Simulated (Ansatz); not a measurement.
We consider L1₂ (Cu3Au-type) Al3Sc, described by revPBE in Ansatz (PAW).

Run with plane-wave cutoff 520 eV, 14×14×14 k mesh, Fermi–Dirac smearing 0.05 eV, scalar-relativistic PAW data made under PBE.

Energies at three volumes about the minimum:

| V (Å³/atom) | E − E_lowest (meV/atom) |
|---|---|
| 17.261 | 1.91 |
| 17.613 | 0.00 |
| 17.965 | 1.76 |

### Question
Fit a parabola by hand: where is the minimum, what lattice constant follows, and what is the bulk modulus?

### Answer
Slopes: (0.00 − 1.91)/(17.613 − 17.261) = -5.426 and (1.76 − 0.00)/(17.965 − 17.613) = 5.000 meV/Å³. Curvature E″ = 2 × (5.000 − (-5.426))/(17.965 − 17.261) = 29.619 meV/Å⁶. From the middle of the first interval, the slope vanishes at V0 = 17.4370 − (-5.426)/29.619 = 17.620 Å³/atom. B = V0 E″ = 17.620 × 29.619 meV/Å³ × 0.1602 GPa per meV/Å³ = 83.6 GPa. With 4 atoms in the cube, a = (4 × 17.620)^(1/3) = 4.131 Å. The full Birch–Murnaghan fit to all volumes gives V0 = 17.614 Å³/atom and B0 = 83.4 GPa.

Measured, for comparison: bulk modulus 91.5 ± 1 GPa (298 K, no zero-point or thermal correction, polycrystal; as tabulated in A Combined Experimental and First-Principles Based Assessment of …); lattice constant a 4.103 Å (room temperature, no zero-point or thermal correction; as tabulated in A Combined Experimental and First-Principles Based Assessment of …). Computed (rounded) less measured: bulk modulus -9 %.

Ansatz is a program for electronic structure.
